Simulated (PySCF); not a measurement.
PySCF 2.14.0, HF/def2-svp, df: Zr(Cl)(I)3 ([Cl][Zr]([I])([I])[I]), 5 atoms. The geometry is a generated start, not checked to be a minimum at this level.

```
Property                                                   Value
-------------------------------  -------------------------------
task                                                      energy
method                                                        hf
basis                                                   def2-svp
mol.max_memory                                          16000 MB
mf.max_cycle                                                 100
mf.conv_tol                                      1e-09 (default)
effective core potentials        those of the basis set, past Kr
basis functions (base settings)                              127
```

It runs on a single node (AMD EPYC (Zen 5), 96 cores on 1 socket, no SMT, 12 L3 cache groups).

Wall times, medians of two to five repeats, each run alone on the node (launch to exit). Unless noted, each process is bound to its own block of adjacent cores. Build: conda-forge: OpenMP (GNU), OpenBLAS with its own threads, libcint, Libxc. Other compilers and libraries give other times. Scratch files lie in a memory file system.

All on 16 threads, 1 BLAS thread. Base settings, kept where nothing else is said: two_electron_scheme = density fitting, mf.init_guess = minao (default), mf.DIIS = CDIIS (default), mf.diis_space = 8 (default), mf.level_shift = 0 (default), mf.damp = 0 (default), mf.diis_start_cycle = 1 (default), mf.diis = true (default), newton = off (default). The settings tried:
- the base settings
- mf.diis_space = 16
- mf.level_shift = 0.2 Hartree
- mf.damp = 0.5, mf.diis_start_cycle = 5
- mf.init_guess = huckel
- two_electron_scheme = exact four-centre integrals, newton = fitted Hessian
- mf.damp = 0.7, mf.diis_start_cycle = 999, mf.diis = false
- two_electron_scheme = exact four-centre integrals, newton = Hessian by the SCF's own integrals
- mf.level_shift = 0.5 Hartree
- mf.init_guess = atom
- mf.DIIS = ADIIS
- mf.init_guess = 1e
- newton = Hessian by the SCF's own integrals
- mf.DIIS = EDIIS
- mf.diis_space = 4

Problem. Name the extremes: fewest Fock builds (products with the orbital Hessian counted alike), shortest time, and any that don't converge.

Solution. Fewest Fock builds (products with the orbital Hessian counted alike): mf.init_guess = atom (13). Shortest time: mf.damp = 0.5, mf.diis_start_cycle = 5, 1.1 s; level within 8 % or the scatter of repeats: mf.init_guess = atom; the base settings; mf.init_guess = huckel; mf.diis_space = 16; mf.diis_space = 4; mf.level_shift = 0.2 Hartree; mf.init_guess = 1e; mf.level_shift = 0.5 Hartree. All converged. Converged, but to another result than the base run: two_electron_scheme = exact four-centre integrals, newton = Hessian by the SCF's own integrals (off by energy 0.26 meV/atom; the energy is the lower one); two_electron_scheme = exact four-centre integrals, newton = fitted Hessian (off by energy 0.26 meV/atom; the energy is the lower one).

| setting | Fock builds (products with the orbital Hessian counted alike) | SCF cycles | wall time |
|---|---|---|---|
| mf.damp = 0.5, mf.diis_start_cycle = 5 | 15 | 13 | 1.1 s |
| mf.diis_space = 16 | 15 | 13 | 1.1 s |
| the base settings | 15 | 13 | 1.1 s |
| mf.init_guess = atom | 13 | 11 | 1.1 s |
| mf.diis_space = 4 | 16 | 14 | 1.1 s |
| mf.level_shift = 0.2 Hartree | 16 | 14 | 1.1 s |
| mf.init_guess = huckel | 15 | 13 | 1.1 s |
| mf.init_guess = 1e | 17 | 15 | 1.1 s |
| mf.level_shift = 0.5 Hartree | 20 | 18 | 1.1 s |
| two_electron_scheme = exact four-centre integrals, newton = Hessian by the SCF's own integrals | 46 | — | 1.2 s |
| mf.DIIS = ADIIS | 23 | 21 | 1.2 s |
| mf.damp = 0.7, mf.diis_start_cycle = 999, mf.diis = false | 50 | 48 | 1.4 s |
| newton = Hessian by the SCF's own integrals | 46 | — | 1.5 s |
| two_electron_scheme = exact four-centre integrals, newton = fitted Hessian | 46 | — | 1.7 s |
| mf.DIIS = EDIIS | 64 | 62 | 1.7 s |
